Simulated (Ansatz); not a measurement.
**Several settings converged on Nb (Im-3m, 1 atom in the cell)**

```yaml
crystal:
  lattice:
    - [-1.65825, 1.65825, 1.65825]
    - [1.65825, -1.65825, 1.65825]
    - [1.65825, 1.65825, -1.65825]
  atoms:
    - { symbol: Nb, position: [0.00000, 0.00000, 0.00000] }
```

Base method: PBE, PAW files (plane waves; Ansatz, a first-principles code).

Base settings: basis.ecutwfc = 420 eV; kpoints.mp_grid.grid = 14 14 14; hamiltonian.xc = pbe; hamiltonian.pseudopotentials = {kind: paw} (the program's default PAW files); scf.occupations.method = fermi_dirac; scf.occupations.width = 0.1 eV.

The count of work is k-points × plane waves × bands × iterations; it is no time. 

**The cutoff for other potential files**

Level: DFT, PBE, plane waves, harder PAW files (source: ansatz).

In this ladder: hamiltonian.pseudopotentials = {kind: paw, source: ansatz}.

The second cell is the first with its lattice scaled by 0.98.

The mesh stays at the base's, so the ladder's end is converged at best in this setting alone.

The first pressure column holds Ansatz's estimate of the finite-basis (Pulay) stress, which hides part of the cutoff error; the other is without it.

Only quantities that move along the ladder and can be compared are tabulated.

```tsv
basis.ecutwfc	free energy less the last step's (meV/atom)	energy of the compressed cell less the first (meV/atom)	pressure (GPa)	pressure without the Pulay estimate (GPa)	count of work / last
320 eV	1468.23	46.46	0.53	-56.24	0.10
390 eV	337.25	30.30	-0.53	-17.34	0.15
495 eV	26.03	32.43	-0.53	-2.64	0.21
600 eV	0.76	32.21	-0.53	-0.63	0.28
710 eV	0.07	32.21	-0.53	-0.53	0.35
850 eV	0.02	32.21	-0.53	-0.53	0.49
1060 eV	0.01	32.21	-0.53	-0.53	0.66
1415 eV	0.00	32.21	-0.53	-0.53	1.0
```

Coarsest basis.ecutwfc that holds the free energy within 2 meV/atom of the last step, with all finer ones: 600 eV, at 0.28 of the last step's count of work; the step before is off by 26 meV/atom.

Coarsest basis.ecutwfc that holds the pressure within 0.05 GPa of the last step, with all finer ones: 390 eV, at 0.15 of the last step's count of work; the step before is off by 1.1 GPa.

Coarsest basis.ecutwfc that holds the energy of the compressed cell less the first within 0.5 meV/atom of the last step, with all finer ones: 495 eV, at 0.21 of the last step's count of work; the step before is off by 1.9 meV/atom.

The energy difference between the two cells stays within 1 meV/atom of the last step's from 495 eV on, the total only from 600 eV on: much of the error is common to both cells and cancels.

At the lowest cutoff the pressure without the Pulay estimate lies 55.7 GPa under the last step's, the usual sign of Pulay stress in an incomplete plane-wave basis.

**The cutoff for other potential files**

Level: DFT, PBE, plane waves, norm-conserving files (source: ansatz).

In this ladder: hamiltonian.pseudopotentials = {kind: nc, source: ansatz}.

The second cell is the first with its lattice scaled by 0.98.

The mesh stays at the base's, so the ladder's end is converged at best in this setting alone.

The first pressure column holds Ansatz's estimate of the finite-basis (Pulay) stress, which hides part of the cutoff error; the other is without it.

Only quantities that move along the ladder and can be compared are tabulated.

```tsv
basis.ecutwfc	free energy less the last step's (meV/atom)	energy of the compressed cell less the first (meV/atom)	pressure (GPa)	pressure without the Pulay estimate (GPa)	count of work / last
500 eV	3024.02	38.39	-0.65	-75.95	0.11
615 eV	1061.30	31.30	-0.82	-38.38	0.15
780 eV	169.85	32.00	-0.60	-10.27	0.22
950 eV	14.13	32.39	-0.51	-1.85	0.28
1115 eV	1.07	32.34	-0.51	-0.56	0.35
1340 eV	0.70	32.35	-0.51	-0.52	0.46
1675 eV	0.36	32.34	-0.51	-0.51	0.67
2230 eV	0.00	32.33	-0.51	-0.52	1.0
```

Coarsest basis.ecutwfc that holds the pressure within 0.05 GPa of the last step, with all finer ones: 950 eV, at 0.28 of the last step's count of work; the step before is off by 0.09 GPa.

Coarsest basis.ecutwfc that holds the pressure without the Pulay estimate within 0.2 GPa of the last step, with all finer ones: 1115 eV, at 0.35 of the last step's count of work; the step before is off by 1.3 GPa.

Coarsest basis.ecutwfc that holds the free energy within 5 meV/atom of the last step, with all finer ones: 1115 eV, at 0.35 of the last step's count of work; the step before is off by 14 meV/atom.

The energy difference between the two cells stays within 1 meV/atom of the last step's from 780 eV on, the total only from 1340 eV on: much of the error is common to both cells and cancels.

At the lowest cutoff the pressure without the Pulay estimate lies 75.4 GPa under the last step's, the usual sign of Pulay stress in an incomplete plane-wave basis.

**The relaxed cell against the cutoff**

In this ladder: relax = cell and atoms.

The mesh stays at the base's, so the ladder's end is converged at best in this setting alone.

Only quantities that move along the ladder and can be compared are tabulated.

| basis.ecutwfc | relaxed volume (Å³/atom) | relaxation steps |
|---|---|---|
| 210 eV | 18.477 | 13 |
| 250 eV | 18.209 | 6 |
| 295 eV | 18.178 | 6 |
| 355 eV | 18.183 | 4 |
| 420 eV | 18.181 | 4 |
| 505 eV | 18.181 | 4 |
| 630 eV | 18.181 | 4 |
| 840 eV | 18.181 | 4 |

Coarsest basis.ecutwfc that holds the relaxed volume within 0.091 Å³/atom of the last step, with all finer ones: 250 eV; the step before is off by 0.30 Å³/atom.

At the lowest cutoff the cell relaxes to a volume 1.6 % larger than at the highest. Ansatz relaxes on a stress corrected for the finite basis.

On the base run: the starting cell has typed, rounded lattice constants, without a prior relaxation at this level. Its lattice was rescaled by up to half a per cent. Spin polarisation is off.

Keys are those of Ansatz 0.2.
